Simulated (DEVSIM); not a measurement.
System: illuminated GaAs p-on-n cell, one wavelength, at 300 K.

| layer (left to right) | material | thickness (μm) | Nd (cm⁻³) | Na (cm⁻³) | τn (s) | τp (s) | absorption coefficient (cm⁻¹) |
|---|---|---|---|---|---|---|---|
| 1 | GaAs | 0.270 | - | 5.7e17 | 1.6e-10 | 3e-10 | 20000 |
| 2 | GaAs | 3.00 | 1.6e16 | - | 9.9e-10 | 9.9e-10 | 20000 |

Left contact: ohmic, minority electron recombination velocity 1000 cm/s. Right contact: ohmic, minority hole recombination velocity 20 cm/s. Voltage is applied to the left contact. Recombination: SRH at mid-gap, radiative, Auger. Light enters at the left, 6.9e15 photons cm⁻² s⁻¹, one pass, no reflection. Mobility is μmin + (μ − μmin)/(1 + (N/Nref)^α).

The device is made up for the run: typed textbook-type constants, with dimensions and the other settings drawn at random. Values at 300 K.

```tsv
parameter	GaAs
gap (eV)	1.424
affinity (eV)	4.07
permittivity	12.9
Nc (cm⁻³)	4.7e17
Nv (cm⁻³)	9e18
μn (cm²/Vs)	8500
μp (cm²/Vs)	400
μn,min	500
μp,min	20
Nref,n	6e16
Nref,p	1.5e17
αn	0.39
αp	0.38
B (cm³/s)	2e-10
Cn (cm⁶/s)	1e-30
Cp (cm⁶/s)	1e-30
```

Model (solved in DEVSIM): 1D drift-diffusion, Boltzmann statistics, complete ionisation; no tunnelling, impact ionisation, image-force lowering or self-heating.

Tabulate band edges, carrier densities and field at zero bias, in the dark.

Energies count from the Fermi level of the right contact; mesh points crowd at the junctions.

```csv
x (μm),Ec (eV),Ev (eV),n (cm⁻³),p (cm⁻³),field (V/cm)
0.000,1.353,-0.071,< 1e2,5.7e17,≈ 0
0.01601,1.353,-0.071,< 1e2,5.7e17,≈ 0
0.04310,1.353,-0.071,< 1e2,5.7e17,≈ 0
0.08253,1.353,-0.071,< 1e2,5.7e17,≈ 0
0.1648,1.353,-0.071,< 1e2,5.7e17,≈ 0
0.2151,1.353,-0.071,< 1e2,5.7e17,-11
0.2448,1.352,-0.072,< 1e2,5.5e17,-1900
0.2695,1.296,-0.128,< 1e2,6.3e16,-74000
0.2867,1.172,-0.252,< 1e2,5.3e14,-69000
0.3149,0.987,-0.437,< 1e2,4.1e11,-63000
0.3672,0.690,-0.734,1200000,4200000,-51000
0.4962,0.220,-1.204,9.4e13,< 1e2,-22000
0.6680,0.089,-1.335,1.5e16,< 1e2,-580
0.9866,0.087,-1.337,1.6e16,< 1e2,≈ 0
1.770,0.087,-1.337,1.6e16,< 1e2,≈ 0
2.390,0.087,-1.337,1.6e16,< 1e2,≈ 0
2.779,0.087,-1.337,1.6e16,< 1e2,≈ 0
2.989,0.087,-1.337,1.6e16,< 1e2,≈ 0
3.146,0.087,-1.337,1.6e16,< 1e2,≈ 0
3.210,0.087,-1.337,1.6e16,< 1e2,≈ 0
3.244,0.087,-1.337,1.6e16,< 1e2,≈ 0
3.270,0.087,-1.337,1.6e16,< 1e2,≈ 0
```
